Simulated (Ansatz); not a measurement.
# What biaxial strain −1.80 %, plane normal [001], relaxed out of plane does to SnO

The parent structure is SnO (space group P4/nmm, No. 129; a = 3.8371 Å, c = 4.7588 Å; layered, stacked along the Cartesian z axis). Axes: x, y, z lie along a, b, c of the conventional cell.

It is then changed as follows: biaxial strain −1.80 %, plane normal [001], relaxed out of plane (Cartesian); in-plane vectors clamped, the third vector and the atoms free.

All numbers come from DFT with PBE-D3(BJ), PAW potentials and a 420 eV plane-wave cutoff in Ansatz (a quantum-chemistry and plane-wave program), without spin-orbit coupling. Settings: 12×12×10 k-points, 0.05 eV Fermi–Dirac smearing.

```json
[
 {"quantity": "volume per atom", "base": "17.52 Å³", "changed": "17.07 Å³", "shift": "-0.442 Å³"},
 {"quantity": "space group", "base": "P4/nmm (No. 129)", "changed": "P4/nmm (No. 129)", "shift": "–"},
 {"quantity": "pressure (mean of the normal stresses, compression positive)", "base": "0.0 GPa", "changed": "2.1 GPa", "shift": "+2.1 GPa"},
 {"quantity": "band gap", "base": "zero", "changed": "zero", "shift": "–"},
 {"quantity": "out-of-plane strain (rough)", "base": "–", "changed": "+1.08 %", "shift": "–"}
]
```

Cost of the whole job for the changed cell (relaxation, final SCF and bands): roughly 120 core-seconds.

Without a gap, meshes like the base's 12×12×10 leave anisotropic stresses uncertain by several tenths of a GPa, and small strain energies with them. No phonon test of stability was made. The final runs are not spin-polarised. A zero or small gap of SnO can be the functional's error rather than a property of the material.
